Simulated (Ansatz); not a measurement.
Output of an Ansatz run (abridged):

```
WARN basis.ecutwfc = 420 eV, the default
WARN ansatz: RAYON_NUM_THREADS=1 ignored (pool sized by the plan → 1); use --threads N
Pseudopotentials: kind: paw
Pseudopotential: Sr, paw, valence charge 10
Pseudopotential: Ti, paw, valence charge 12
Pseudopotential: O, paw, valence charge 6
Crystal: 5 atoms, lattice volume = 63.471 Å³
Basis set: ecut = 420 eV, 1237 PW (Γ), exchange–correlation on 54×54×54 points (8 copies of the dense FFT grid, shifted against one another)
Bands: 25, of which v1, the nominal top of the filled ones, is band 20 counted from 1 (19 counted from 0)
Symmetry: 48 space group operations
Space group: Pm-3m (ITA 221), of the structure as read, at distance tolerance 4.0e-5 Å
k-points: 20 of 216
Initial density: superposition of atomic densities (neutral atoms: chi_scale 0, normalization atom), corrected by the library's trained network
Initial wavefunctions: pseudopotential atomic-orbital guess
Eigensolver: davidson
Functional: x = pbe(κ = 0.804, μ = 0.2195149727645171), c = pbe(β = 0.06672455060314922)
SCF iter   1: F=—  HF=-7754.435405 eV  |F-HF|=—  |Δ(HF+E_count)|=         —  Δρ=1.85e-3  dr2=1.40e-3  ethr=1.77e-3  ⟨swp⟩=7.7  Hψ=2694  notcnv=0
all-band conjugate gradients solve this SCF's bands
preconditioner: auto → Resta (q_TF=auto, 2.526 Å⁻¹)
SCF iter   2: F=—  HF=-7754.437581 eV  |F-HF|=—  |Δ(HF+E_count)|=   2.18e-3  Δρ=8.25e-4  dr2=2.12e-4  ethr=3.50e-6  ⟨swp⟩=3.2  Hψ=1100  notcnv=0  defer=9
SCF iter   3: F=—  HF=-7754.437716 eV  |F-HF|=—  |Δ(HF+E_count)|=   1.35e-4  Δρ=1.65e-4  dr2=1.75e-5  ethr=5.31e-7  ⟨swp⟩=2.4  Hψ=695  notcnv=0  defer=11
SCF iter   4: F=—  HF=-7754.437022 eV  |F-HF|=—  |Δ(HF+E_count)|=   6.94e-4  Δρ=5.73e-5  dr2=3.11e-6  ethr=4.38e-8  ⟨swp⟩=2.0  Hψ=841  notcnv=0  defer=11
SCF iter   5: F=—  HF=-7754.437022 eV  |F-HF|=—  |Δ(HF+E_count)|=   3.80e-7  Δρ=2.22e-5  dr2=2.04e-7  ethr=7.78e-9  ⟨swp⟩=2.4  Hψ=672  notcnv=0  defer=11
SCF iter   6: F=-7754.437022 eV  HF=-7754.437022 eV  |F-HF|=1.61e-8  |Δ(HF+E_count)|=   5.93e-9  Δρ=7.34e-6  dr2=3.15e-8  ethr=2.50e-10  ⟨swp⟩=8.6  Hψ=2210  notcnv=0
SCF 1 converged in 6 iterations: F = -7754.437022 eV  dr2 = 3.15e-8
SCF converged after 6 iterations
Free energy (F): -7754.437022 eV
Harris-Foulkes:  -7754.437022 eV  (|F-HF|=1.61e-8)
Internal energy: -7754.437022 eV  (E = F + TS)
E sigma→0 (E₀):  -7754.437022 eV
Fermi energy:    10.008046 eV
--- Per-component energies (eV) ---
  E_band       = -239.968369
  E_kinetic    = 1041.360850
  E_local      = -2464.833647  (includes V_loc(G=0)·N_el)
  E_nonlocal   = 347.552453
  E_hartree    = 859.504801
  E_xc         = -494.779276
  E_vxc        = -569.929212  (∫ρ·V_xc dr)
  E_paw        = -4212.802475  (= ΣΔE_a)
  E_vpaw       = -313.136088  (= ΣTr[D̂ρ^β])
  E_aug_tail   = 0.007535  (compensation charges beyond the density's cutoff)
  E_ewald      = -2830.447262
  E_smearing   = -0.000000  (= −TS)
  E_closure    = -0.000000  (closes the sum)
  Σ components = -7754.437022   (vs F -7754.437022, Δ=0.00e0)
--- Forces (eV/Å), atoms counted from 1 ---
  atom   1  Sr    -0.00000000     0.00000000    -0.00000000
   [... zero for the other atoms too ...]
  max |Σ_I F_I| component: 3.54e-29 eV/Å
--- Stress (GPa, compression-positive) ---
       -6.205814       0.000000       0.000000
       -0.000000      -6.205814       0.000000
        0.000000       0.000000      -6.205814
  P = ⅓ Tr σ = -6.2058 GPa (-62.058 kbar)
  The stress holds the Pulay correction. Without it, at fixed plane waves, as pw.x and ABINIT print it: P = -6.7492 GPa
--- Band table (eV; the first three rows and the last of 20) ---
  k-point 0: bands = ["-47.5360", "-23.7960", "-23.7551", "-23.7551", "-23.7551", "-8.0659", "-7.1394", "-7.1394", "-5.7704", "-5.7704", "-5.7704", "6.3682", "6.3682", "6.3682", "8.0552", "8.0552", "8.0552", "8.7457", "8.7457", "8.7457", "10.8859", [...]
  k-point 1: bands = ["-47.5358", "-23.8247", "-23.7545", "-23.7545", "-23.7350", "-8.0789", "-7.1481", "-7.1314", "-5.7613", "-5.7613", "-5.6156", "6.0445", "6.3638", "6.3638", "7.7423", "7.7423", "7.8529", "8.0432", "8.6090", "8.6090", "10.9194", [...]
  k-point 2: bands = ["-47.5354", "-23.8633", "-23.7535", "-23.7535", "-23.7135", "-8.1777", "-7.1152", "-7.0198", "-5.7430", "-5.7430", "-5.3660", "5.3653", "6.3781", "6.3781", "7.1131", "7.1960", "7.1960", "7.4977", "8.4588", "8.4588", "10.9884", [...]
  k-point 19: bands = ["-47.5334", "-23.8022", "-23.8022", "-23.8022", "-23.7516", "-6.8774", "-6.8774", "-6.8774", "-5.9769", "-5.9769", "-5.9769", "4.6352", "5.1899", "5.1899", "5.5854", "5.5854", "5.5854", "9.1243", "9.1243", "9.1243", "13.2164", [...]
```

The structure:

```xyz
5
Lattice="3.9890 0.0000 0.0000 0.0000 3.9890 0.0000 0.0000 0.0000 3.9890" Properties=species:S:1:pos:R:3 pbc="T T T"
Sr     0.0000     0.0000     0.0000
Ti     1.9945     1.9945     1.9945
O      1.9945     0.0000     1.9945
O      0.0000     1.9945     1.9945
O      1.9945     1.9945     0.0000
```

### Question
Reconstruct the input of this run.

### Answer
Other spellings and defaults could give the same log, and not every line can be read from it. The input that was run (DFT, PBE, plane waves, default PAW files):

Ansatz 0.2 input:
```yaml
crystal:
  lattice:
    - [3.98895800, 0.00000000, 0.00000000]
    - [0.00000000, 3.98895800, 0.00000000]
    - [0.00000000, 0.00000000, 3.98895800]
  atoms:
    - { symbol: Sr, position: [0.00000000, 0.00000000, 0.00000000] }
    - { symbol: Ti, position: [0.50000000, 0.50000000, 0.50000000] }
    - { symbol: O, position: [0.50000000, 0.00000000, 0.50000000] }
    - { symbol: O, position: [0.00000000, 0.50000000, 0.50000000] }
    - { symbol: O, position: [0.50000000, 0.50000000, 0.00000000] }
kpoints:
  mp_grid: { grid: [6, 6, 6] }
hamiltonian:
  xc: pbe
  pseudopotentials: { kind: paw }
scf:
  occupations: { method: fermi_dirac, width: 0.02 }
output:
  forces: true
  eigenvalues: true
  stress: true
```

The starting cell has typed, rounded lattice constants, without a prior relaxation at this level. Its lattice was rescaled by a random factor within 2.5 % of one. With a pressure of about -6 GPa the cell is away from its equilibrium volume at this level. Ansatz's pressure includes its estimate of the finite-basis (Pulay) stress. Without the estimate this run gives -6.75 GPa.

Ansatz is an electronic-structure program.
